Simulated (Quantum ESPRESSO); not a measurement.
Quantum ESPRESSO 7.5, DFT, PBE, plane waves, PseudoDojo 0.5 standard norm-conserving PBE (local tails restored to the Coulomb form): fcc Cu, atoms displaced (Cu8), 8 atoms. Basis and mesh were picked for this test and aren't claimed converged.

| Quantity | Result |
|---|---|
| cell | 5.11, 5.11, 5.11 Å; 60, 60, 60° |
| distance to the nearest atom | 2.45 to 2.52 Å |
| task | scf |
| k mesh | 4×4×4 |
| ecutwfc | 92 Ry |
| ecutrho | 368 Ry |
| occupations | smearing |
| smearing | mv |
| degauss | 0.02 Ry |
| conv_thr | 8e-09 Ry |
| tprnfor | true |
| tstress | false |
| k-point pools (-nk) | 12 |
| mixing_mode | plain (default) |
| mixing_beta | 0.7 (default) |
| mixing_ndim | 8 (default) |
| k-points computed | 36 |
| bands | 91 |
| electrons | 152 |
| G-vectors of the density | 76321 |
| FFT grid | 60×60×60 |

Machine: one whole node, Intel Xeon 6 (Granite Rapids), 96 cores on 1 socket, 2 hardware threads a core, 3 L3 cache groups, 3 NUMA nodes.

Times are wall-clock medians of two to five runs, from launch to exit, with nothing else on the machine. Processes are pinned to neighbouring cores unless said otherwise. The times hold for this build (conda-forge: Open MPI 5.0, OpenMP, OpenBLAS 0.3.34 (pthreads), FFTW, ScaLAPACK, ELPA). Scratch files lie in a memory file system.

All on 96 ranks. Base settings, kept where nothing else is said: diago_david_ndim = 2 (default), diagonalization = david (default), diago_rmm_ndim = 4 (default), diago_rmm_conv = false (default), diago_full_acc = false (default), diago_cg_maxiter = 20 (default) (diago_thr_init not set). The settings tried:
- diago_full_acc = true
- diagonalization = rmm-davidson, diago_rmm_ndim = 2
- diago_david_ndim = 3
- diagonalization = paro
- diago_david_ndim = 4
- diago_thr_init = 1e-05
- diagonalization = rmm-davidson, diago_rmm_conv = true
- diagonalization = rmm-davidson, diago_rmm_ndim = 6
- the base settings
- diagonalization = cg
- diagonalization = rmm-davidson
- diagonalization = rmm-paro
- diagonalization = cg, diago_cg_maxiter = 5

Question: Name the extremes: fewest SCF iterations, shortest time, and any that don't converge.

Answer: Fewest SCF iterations, with those close behind: diagonalization = paro (12); diago_david_ndim = 3 (13); diago_david_ndim = 4 (13). Shortest time: the base settings, 8.8 s; level within 8 % or the scatter of repeats: diago_david_ndim = 3; diago_david_ndim = 4; diago_thr_init = 1e-05; diagonalization = rmm-davidson; diagonalization = rmm-davidson, diago_rmm_ndim = 6; diagonalization = rmm-davidson, diago_rmm_conv = true. All converged.

```json
[
 {"setting": "the base settings", "SCF iterations": "14", "wall time": "8.8 s"},
 {"setting": "diagonalization = rmm-davidson", "SCF iterations": "15", "wall time": "9.0 s"},
 {"setting": "diago_david_ndim = 3", "SCF iterations": "13", "wall time": "9.1 s"},
 {"setting": "diago_david_ndim = 4", "SCF iterations": "13", "wall time": "9.1 s"},
 {"setting": "diagonalization = rmm-davidson, diago_rmm_ndim = 6", "SCF iterations": "15", "wall time": "9.1 s"},
 {"setting": "diago_thr_init = 1e-05", "SCF iterations": "14", "wall time": "9.2 s"},
 {"setting": "diagonalization = rmm-davidson, diago_rmm_conv = true", "SCF iterations": "15", "wall time": "9.3 s"},
 {"setting": "diago_full_acc = true", "SCF iterations": "14", "wall time": "10 s"},
 {"setting": "diagonalization = rmm-paro", "SCF iterations": "14", "wall time": "10 s"},
 {"setting": "diagonalization = rmm-davidson, diago_rmm_ndim = 2", "SCF iterations": "24", "wall time": "12 s"},
 {"setting": "diagonalization = paro", "SCF iterations": "12", "wall time": "15 s"},
 {"setting": "diagonalization = cg, diago_cg_maxiter = 5", "SCF iterations": "16", "wall time": "20 s"},
 {"setting": "diagonalization = cg", "SCF iterations": "18", "wall time": "21 s"}
]
```
